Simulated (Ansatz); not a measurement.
Take Cu in the fcc (Cu type) structure (space group Fm-3m, No. 225; a = 3.630 Å) as the base.

Method: plane-wave PAW DFT at the PBE level (Ansatz, a program for electronic structure, 420 eV), scalar-relativistic without spin-orbit coupling.

For the base:

| Property | Result |
|---|---|
| Lattice parameter a | 3.630 Å |

Perturbation: hydrostatic tension (pressure −1 GPa).

Q: What happens to the lattice parameter a?

A: The lattice parameter a increases by 0.0087 Å, from 3.630 Å to 3.638 Å.

Load acts through the strain it causes; cell and atoms are relaxed under it. No phonon test of stability was made. All final runs are without spin polarisation.
